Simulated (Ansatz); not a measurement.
## MgS, response to strain

Take MgS in the rock salt structure (space group Fm-3m, No. 225; a = 5.1292 Å) as the base. Axes: x, y, z lie along the cube axes.

Strains are applied to the cell and any free atomic positions relax; under biaxial strain the out-of-plane vector relaxes too.

Calculations: LDA, PAW, 420 eV (Ansatz, a program for electronic structure; spin-orbit coupling left out).

Notes on the quantities. energy relative to the base: free energy F.

| biaxial strain, plane normal [001], relaxed out of plane (%) | energy relative to the base (meV/atom) |
|---|---|
| 0 | 0.0 |
| 0.5 | 0.5 |
| 1 | 1.9 |
| 1.5 | ? |
| 2 | 7.2 |
| 2.5 | 11.0 |
| 3 | 15.5 |

### Question
Fit ΔE = Aε² + Bε³ (ε in %) to the rows shown and predict the withheld row.

### Answer
Least squares on the printed values gives A = 1.96 and B = -0.080 meV/atom (largest residual 0.0 meV/atom); this predicts 4.1 meV/atom, and the run gives 4.1 meV/atom, in agreement.

No phonon test of stability was made.
